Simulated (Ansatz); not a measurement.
Given:

```xyz
8
Lattice="-2.7850 2.7850 5.4543 2.7850 -2.7850 5.4543 2.7850 2.7850 -5.4543" Properties=species:S:1:pos:R:3 pbc="T T T"
Ga     0.0000     0.0000     5.4543
Ga     2.7850     0.0000     2.7272
Cu     0.0000     0.0000     0.0000
Cu     0.0000     2.7850     2.7272
Se     1.4378     1.3925     6.8179
Se     4.1775     1.3472    -1.3636
Se     1.3472     1.3925     1.3636
Se    -1.3925     1.4378     4.0907
```

No spin polarisation.

The values are results of PBEsol (Ansatz, a quantum-chemistry and plane-wave program; PAW; 420 eV plane waves; spin-orbit coupling left out), not measurements. Settings: 8×8×8 k-points, 0.05 eV Fermi–Dirac smearing.

### Question
Predict the band gap.

### Answer
0.17 eV.

### Question
What pressure (mean of the normal stresses, compression positive) does the calculation give?

### Answer
1.10 GPa.

### Question
What is the computed valence-band top at Γ (three highest levels, from the VBM)?

### Answer
0.00, -0.13, -0.13 eV.

### Question
Estimate the gap character.

### Answer
Direct at Γ.

The cells carry an imposed strain or load. Stability against distortions was not tested. All final runs are without spin polarisation. The cell was made from GaCuSe2 in the chalcopyrite structure (space group I-42d, No. 122) by this change: uniaxial strain ε_zz = −1.50 %. The zero or small gap of GaCuSe2 can change with the level of theory.
